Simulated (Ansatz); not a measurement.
Base system: ZnS in the wurtzite structure (space group P6_3mc, No. 186).

```xyz
4
Lattice="3.7822 0.0000 0.0000 -1.8911 3.2755 0.0000 0.0000 0.0000 6.2077" Properties=species:S:1:pos:R:3 pbc="T T T"
Zn     0.0000     2.1836     0.0026
Zn     1.8911     1.0918     3.1064
S      0.0000     2.1836     2.3253
S      1.8911     1.0918     5.4291
```

Computed with Ansatz (a program for electronic structure) PBEsol, no spin-orbit coupling.

Before the change:

| Property | Value |
|---|---|
| Smallest direct gap | 2.15 eV |
| Band gap | 2.15 eV |
| Gap character | direct at Γ |
| Lattice parameter a | 3.782 Å |

Now apply this change: cell and atoms relaxed at a pressure of 30 GPa.

Task: Estimate the effect on the smallest direct gap.

Result: The smallest direct gap grows by 0.961 eV (2.15 eV → 3.12 eV).

Task: What happens to the band gap?

Result: The band gap grows by 0.753 eV (2.15 eV → 2.91 eV).

Task: How does this affect the gap character?

Result: The gap character changes from direct at Γ to indirect, Γ → L–M (33 % along).

Task: What happens to the lattice parameter a?

Result: The lattice parameter a shrinks by 0.303 Å to 3.479 Å.

Load acts through the strain it causes; cell and atoms are relaxed under it. Whether these cells are dynamically stable was not tested. Tetrahedral semiconductors of this kind turn to denser phases somewhere between about 1 and 50 GPa; those were not computed, so compressed cells here can lie past the real transition.
